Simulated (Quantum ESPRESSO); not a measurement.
**Several settings converged on the (001) slab of Al (cut from a parent of space group no. 225; 4 atoms in the cell)**

```yaml
crystal:
  lattice:
    - [2.87237, 0.00000, 0.00000]
    - [-2.87237, 2.87237, 0.00000]
    - [0.00000, 0.00000, 20.09331]
  atoms:
    - { symbol: Al, position: [0.00000, 0.00000, 0.44946] }
    - { symbol: Al, position: [0.00000, 0.50000, 0.34837] }
    - { symbol: Al, position: [0.00000, 0.00000, 0.65163] }
    - { symbol: Al, position: [0.00000, 0.50000, 0.55054] }
```

Base method: PBEsol, PseudoDojo standard norm-conserving (PBESOL) pseudopotentials (plane waves; Quantum ESPRESSO).

Base settings: ecutwfc = 40 Ry; occupations = smearing; smearing = gaussian; degauss = 0.0073499 Ry; mixing_mode = local-TF; potentials = {Al: Al.upf}; K_POINTS = automatic 13 13 1 0 0 0; conv_thr = 1e-10 Ry; mixing_beta = 0.5.

The count of work is k-points × plane waves × bands × iterations; it is no time. Core times come from one kind of shared machine, to one figure; runs under 30 s give none.

**The vacuum**

The mesh stays at the base's, so the ladder's end is converged at best in this setting alone.

Only quantities that move along the ladder and can be compared are tabulated.

```csv
vacuum between outermost atoms (Å),free energy less the last step's (meV/atom),largest difference of a force vector from the last step's (eV/Å),count of work / last,core time / last (rough)
3.0,-117.30,0.602,0.23,–
5.0,-22.51,0.076,0.22,–
7.0,-2.96,0.008,0.25,–
10.0,-0.11,0.000,0.39,0.2
14.0,0.00,0.000,0.43,0.4
30.0,0.00,0.000,1.0,1
```

Smallest vacuum between outermost atoms (Å) that holds the forces within 0.005 eV/Å of the last step, with all finer ones: 10.0, at 0.39 of the last step's count of work and about 0.2 of the last step's time; the step before is off by 0.008 eV/Å.

Smallest vacuum between outermost atoms (Å) that holds the free energy within 5 meV/atom of the last step, with all finer ones: 7.0, at 0.25 of the last step's count of work; the step before is off by 23 meV/atom.

**The plane-wave cutoff**

The mesh stays at the base's, so the ladder's end is converged at best in this setting alone.

Only quantities that move along the ladder and can be compared are tabulated.

| ecutwfc | free energy less the last step's (meV/atom) | largest difference of a force vector from the last step's (eV/Å) | count of work / last | core time / last (rough) |
|---|---|---|---|---|
| 20 Ry | 45.52 | 0.038 | 0.090 | – |
| 28 Ry | 12.36 | 0.003 | 0.15 | – |
| 40 Ry | 0.42 | 0.000 | 0.25 | 0.2 |
| 48 Ry | 0.31 | 0.000 | 0.33 | 0.2 |
| 80 Ry | 0.00 | 0.000 | 1.0 | 1 |

Coarsest ecutwfc that holds the free energy within 2 meV/atom of the last step, with all finer ones: 40 Ry, at 0.25 of the last step's count of work and about 0.2 of the last step's time; the step before is off by 12 meV/atom.

Coarsest ecutwfc that holds the forces within 0.02 eV/Å of the last step, with all finer ones: 28 Ry, at 0.15 of the last step's count of work; the step before is off by 0.038 eV/Å.

On the base run: the starting cell has typed, rounded lattice constants, without a prior relaxation at this level. The slab is cut from that crystal, and its faces are unrelaxed. Its lattice was rescaled by up to half a per cent.
